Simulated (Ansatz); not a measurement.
## Hypothetical diamond Ir, response to strain

The parent structure is Ir in the diamond structure (space group Fd-3m, No. 227; a = 5.570 Å; a hypothetical phase, not in the database extracts checked; relaxed with 0.1 eV smearing). Axes: x, y, z lie along the cube axes.

Strains are applied to the cell and any free atomic positions relax; under biaxial strain the out-of-plane vector relaxes too.

All numbers come from plane-wave PAW DFT at the PBE level (Ansatz, a quantum-chemistry and plane-wave program, 420 eV), no SOC.

Candidates:
(a) biaxial strain +2.43 %, plane normal [001], relaxed out of plane
(b) strain tensor (xx, yy, zz, yz, xz, xy) = (−2.65, −0.15, −0.39, −0.68, +1.23, −0.17) %
(c) isotropic strain −1.47 %
(d) biaxial strain +0.58 %, plane normal [001], relaxed out of plane

Notes on the quantities. energy relative to the base: free energy F.

Question: Order them by energy relative to the base, highest first.

Answer: (c) isotropic strain −1.47 % (+26 meV/atom), (b) strain tensor (xx, yy, zz, yz, xz, xy) = (−2.65, −0.15, −0.39, −0.68, +1.23, −0.17) % (+16 meV/atom), (a) biaxial strain +2.43 %, plane normal [001], relaxed out of plane (+0.7 meV/atom), (d) biaxial strain +0.58 %, plane normal [001], relaxed out of plane (0.0 meV/atom)

Stability against distortions was not tested. All final runs are without spin polarisation.
